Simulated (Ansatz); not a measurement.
Start from GaN in the zinc blende structure (space group F-43m, No. 216; a = 4.498 Å).

Structures relaxed with Ansatz (an electronic-structure program) PBEsol, spin-orbit coupling left out, earlier PAW set.

Base:

Simulated powder pattern, Cu Kα1, λ = 1.54056 Å (kinematic, ideal powder, no thermal factors, no anomalous dispersion; the 14 strongest lines at most, above 2 %, up to 2θ = 90°):

| 2θ (°) | I/Imax (%) | hkl |
|---|---|---|
| 34.51 | 100 | (111) |
| 40.06 | 33 | (200) |
| 57.94 | 41 | (220) |
| 69.21 | 37 | (311) |
| 72.77 | 7.7 | (222) |
| 86.46 | 6.1 | (400) |

The change: every Ga is replaced by B, then cell and atoms are relaxed.

Question: How do the reflections move or split?

Answer: 
Simulated powder pattern, Cu Kα1, λ = 1.54056 Å (kinematic, ideal powder, no thermal factors, no anomalous dispersion; the 14 strongest lines at most, above 2 %, up to 2θ = 90°):

```csv
2θ (°),d (Å),I/Imax (%),hkl
43.44,2.081,100,(111)
50.60,1.803,4.8,(200)
74.36,1.275,37,(220)
```

The indices refer to each structure's own conventional cell; one index is shown for lines that coincide.

Stability against distortions was not tested. This is not the structure that GaN has at room temperature and ambient pressure.
